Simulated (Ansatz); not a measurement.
Consider ZnO in the wurtzite structure (space group P6_3mc, No. 186).

```
ZnO
1.0
    3.23084     0.00000     0.00000
   -1.61542     2.79799     0.00000
    0.00000     0.00000     5.21584
Zn O
2 2
Direct
  0.66667   0.33333   0.00206
  0.33333   0.66667   0.50206
  0.66667   0.33333   0.62314
  0.33333   0.66667   0.12314
```

Cartesian axes are those of the cell as printed.

Method: Ansatz (a program for electronic structure) PBEsol, spin-orbit coupling left out, earlier PAW set.

Now apply this change: uniaxial strain ε_yy = +2.12 %, all other strain components held at zero, atoms relaxed at fixed cell.

Question: Predict the stress tensor and what it implies for the stiffness.

Answer: Stress of the strained cell less that of the base (GPa, compression positive):
```
  -2.44    0.00    0.00
   0.00   -4.24    0.00
   0.00    0.00   -2.17
```

Then −Δσ_ii/ε with ε = 0.0212 gives secant stiffness values (nonlinear terms included at this strain): C22 ≈ 200 GPa, C12 ≈ 115 GPa and C23 ≈ 102 GPa.

Whether these cells are dynamically stable was not tested.
